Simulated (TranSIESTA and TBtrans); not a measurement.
**Na chain with one bond stretched by 1.5 Å**

Junction: Na chain with one bond stretched by 1.5 Å. Leads: straight Na chain, spacing 3.3 Å. Geometry: as built, not relaxed.

Computed with TranSIESTA and TBtrans, PBE, DZP numerical orbitals (energy shift 0.15 eV), PseudoDojo norm-conserving scalar-relativistic potentials, mesh cutoff 200 Ry, 300 K, no spin polarisation, no spin-orbit coupling; self-consistent non-equilibrium Green functions.

```
Item                               Result
---------------------------------  ------
Conductance at 300 K (G0 = 2e²/h)    0.71
Mean T from −0.5 to 0.5 eV           0.67
```

Energies count from the leads' Fermi level. Transmissions are for one spin of a degenerate pair. The energy step is 0.01 eV; narrower resonances are cut or missed.

| E (eV) | T | lead channels |
|---|---|---|
| -2.00 | 0 | 0 |
| -1.90 | 0 | 0 |
| -1.80 | 0 | 0 |
| -1.70 | 0 | 0 |
| -1.60 | 0 | 0 |
| -1.50 | 0 | 0 |
| -1.40 | 0 | 0 |
| -1.30 | 0 | 0 |
| -1.20 | 0 | 0 |
| -1.10 | 0 | 0 |
| -1.00 | 0 | 0 |
| -0.90 | 0 | 0 |
| -0.80 | 0.12 | 1 |
| -0.70 | 0.21 | 1 |
| -0.60 | 0.31 | 1 |
| -0.50 | 0.41 | 1 |
| -0.40 | 0.51 | 1 |
| -0.30 | 0.60 | 1 |
| -0.20 | 0.66 | 1 |
| -0.10 | 0.69 | 1 |
| 0.00 | 0.72 | 1 |
| 0.10 | 0.73 | 1 |
| 0.20 | 0.73 | 1 |
| 0.30 | 0.74 | 1 |
| 0.40 | 0.74 | 1 |
| 0.50 | 0.75 | 1 |
| 0.60 | 0.77 | 1 |
| 0.70 | 0.79 | 1 |
| 0.80 | 0.81 | 1 |
| 0.90 | 0.84 | 1 |
| 1.00 | 0.87 | 1 |
| 1.10 | 0.90 | 1 |
| 1.20 | 0.92 | 1 |
| 1.30 | 0.95 | 1 |
| 1.40 | 0.97 | 1 |
| 1.50 | 0.98 | 1 |
| 1.60 | 1.00 | 1 |
| 1.70 | 1.00 | 1 |
| 1.80 | 0.99 | 1 |
| 1.90 | 1.23 | 3 |
| 2.00 | 1.41 | 3 |

The straight chain is held at its spacing; free chains may zigzag or dimerise. No spin-polarised start was tried, so a magnetic state, if there is one, is missed.
